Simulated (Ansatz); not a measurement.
Worked example: self-consistent single point of TcS2 (P6_3/mmc, 6 atoms in the cell) in Ansatz (a program for electronic structure).

Computed with PBEsol, default PAW files made with PBE (plane waves; Ansatz).

```
CELL_PARAMETERS angstrom
      3.17039     0.00000     0.00000
     -1.58520     2.74564     0.00000
      0.00000     0.00000    12.33153
ATOMIC_POSITIONS crystal
  Tc 0.33333 0.66667 0.25000
  Tc 0.66667 0.33333 0.75000
  S  0.33333 0.66667 0.62750
  S  0.66667 0.33333 0.12750
  S  0.66667 0.33333 0.37250
  S  0.33333 0.66667 0.87250
```

Reference input (self-consistent single point, DFT, PBEsol, plane waves, default PAW files made with PBE): basis.ecutwfc = 500 eV; kpoints.mp_grid.grid = 8 8 2; hamiltonian.xc = pbesol; hamiltonian.pseudopotentials = {kind: paw} (the program's default PAW files); scf.occupations.method = cold; scf.occupations.width = 0.272 eV. This run's input differs from it in these lines:

Ansatz 0.2 input:
```diff
@@ -14,3 +14,3 @@
 basis:
-  ecutwfc: 500.0
+  ecutwfc: 350.0
 kpoints:
```

The program printed (abridged):

```
SCF iter   1: F=—  HF=-14223.424970 eV  |F-HF|=—  |Δ(HF+E_count)|=         —  Δρ=1.11e-1  dr2=4.43e1  ethr=3.10e-3  ⟨swp⟩=5.5  Hψ=2620  notcnv=0
all-band conjugate gradients solve this SCF's bands
preconditioner: auto → Kerker (q_TF=auto, 2.433 Å⁻¹)
SCF iter   2: F=—  HF=-14219.610830 eV  |F-HF|=—  |Δ(HF+E_count)|=    3.81e0  S|Δr|=    0.00e0  Δρ=6.01e-2  dr2=1.60e1  ethr=3.10e-3  ⟨swp⟩=2.0  Hψ=1100  notcnv=0  defer=11
   [... lines left out ...]
SCF iter   7: F=—  HF=-14217.302475 eV  |F-HF|=—  |Δ(HF+E_count)|=   1.55e-4  S|Δr|=    0.00e0  Δρ=9.62e-5  dr2=9.56e-6  ethr=2.96e-7  ⟨swp⟩=2.0  Hψ=1007  notcnv=0  defer=1
SCF iter   8: F=—  HF=-14217.302467 eV  |F-HF|=—  |Δ(HF+E_count)|=   7.33e-6  S|Δr|=    0.00e0  Δρ=1.83e-5  dr2=4.06e-7  ethr=1.77e-8  ⟨swp⟩=2.0  Hψ=978  notcnv=0  defer=1
SCF iter   9: F=-14217.302468 eV  HF=-14217.302468 eV  |F-HF|=1.53e-8  |Δ(HF+E_count)|=   5.36e-7  S|Δr|=    0.00e0  Δρ=3.22e-6  dr2=1.11e-8  ethr=1.85e-10  ⟨swp⟩=6.2  Hψ=2779  notcnv=0
SCF 1 converged in 9 iterations: F = -14217.302468 eV  dr2 = 1.11e-8
Stability not checked (fill_not_monotonic)
Free energy (F): -14217.302468 eV
Internal energy: -14217.207223 eV  (E = F + TS)
E sigma→0 (E₀):  -14217.270720 eV
Entropy (-TS):   -0.095245 eV (-15.874 meV/atom)
Fermi energy:    11.500896 eV
--- Forces (eV/Å), atoms counted from 1 ---
  atom   1  Tc    -0.00000000    -0.00000000    -0.00000000
  atom   2  Tc     0.00000000     0.00000000     0.00000000
  atom   3  S     -0.00000000     0.00000000     0.12708783
  atom   4  S     -0.00000000    -0.00000000     0.12708783
  atom   5  S      0.00000000    -0.00000000    -0.12708783
  atom   6  S     -0.00000000     0.00000000    -0.12708783
--- Stress (GPa, compression-positive) ---
       -0.478345       0.000000      -0.000000
        0.000000      -0.478345      -0.000000
       -0.000000      -0.000000      -2.216957
  P = ⅓ Tr σ = -1.0579 GPa (-10.579 kbar)
  The stress holds the Pulay correction. Without it, at fixed plane waves, as pw.x and ABINIT print it: P = -8.1468 GPa
```

The run converged in 9 iterations. Against the reference run the free energy goes up by 97.4 meV/atom, the pressure goes from -0.91 to -1.06 GPa and the largest force goes from 0.120 to 0.127 eV/Å.

The starting cell was generated: these elements placed on a structure prototype, without a prior relaxation; it need not be a known phase or ordering of this composition. Its lattice was rescaled by a random factor within 2.5 % of one. Spin polarisation is off. Ansatz's pressure includes its estimate of the finite-basis (Pulay) stress. Without the estimate this run gives -8.15 GPa. The cutoff lies below the one recommended for these files.
